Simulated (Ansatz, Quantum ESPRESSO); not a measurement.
**One structure in several programs: NiGe (Pnma, 8 atoms in the cell)**

Relaxation of cell and atoms.

```
NiGe
1.0
    5.31046     0.00000     0.00000
    0.00000     3.43850     0.00000
    0.00000     0.00000     5.74995
Ni Ge
4 4
Direct
  0.50554   0.25000   0.69073
  0.49446   0.75000   0.30927
  0.99446   0.75000   0.19073
  0.00554   0.25000   0.80927
  0.68966   0.25000   0.08698
  0.31034   0.75000   0.91302
  0.81034   0.75000   0.58698
  0.18966   0.25000   0.41302
```

Shared settings, as Ansatz (an electronic-structure program) writes them: kpoints.mp_grid.grid = 4 5 3; scf.occupations.method = gaussian; scf.occupations.width = 0.05 eV. Potentials and cutoffs stand in the table.

```tsv
code	model	final volume (Å³/atom)	cutoff
Ansatz	PBE, PAW files	13.74	420 eV
Quantum ESPRESSO	PBE, PSlibrary ultrasoft (PBE) pseudopotentials	13.77	50 Ry
```

On Ansatz's run: spin polarisation is off.

The spread over the programs that give each value: final volume within 0.03 Å³/atom.

The programs treat the finite-basis stress differently while the cell relaxes: Ansatz adds an estimate of it.

The shared mesh is coarse (it stands for a supercell whose shortest vector is 17 Å), so the values are not converged in it.

The starting cell comes from a database of computed structures (which also holds hypothetical and non-ambient phases and stackings), without a prior relaxation at this level. Its lattice was rescaled by a random factor within 2.5 % of one.

Left out of this page: SIESTA (failed or unconverged).

Keys are those of Ansatz 0.2.
